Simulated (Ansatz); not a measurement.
Here is the system:

```yaml
crystal:
  lattice:
    - [0.00000, 3.24354, 3.24354]
    - [3.24354, 0.00000, 3.24354]
    - [3.24354, 3.24354, 0.00000]
  atoms:
    - { symbol: Na, position: [0.00000, 0.00000, 0.00000] }
    - { symbol: I, position: [0.50000, 0.50000, 0.50000] }
```

No spin polarisation.

Method: PBE, PAW, 420 eV (Ansatz, an electronic-structure program; no SOC). Γ-centred 9×9×9 mesh, Fermi–Dirac width 0.05 eV.

Task: Predict the hole mass, gap character and band gap.

Result: 
* **Hole mass (degenerate bands, along [100])**: 0.39, 1.6, 1.6 mₑ (at Γ)
* **Gap character**: direct at Γ
* **Band gap**: 3.63 eV

With I present, leaving out spin-orbit coupling can change the band edges. Load acts through the strain it causes; cell and atoms are relaxed under it. Masses are band curvatures over ±0.01 Å⁻¹ around the edge. Stability against distortions was not tested. The cell was made from NaI in the rock salt structure (space group Fm-3m, No. 225) by this change: pressure 0.3 GPa.
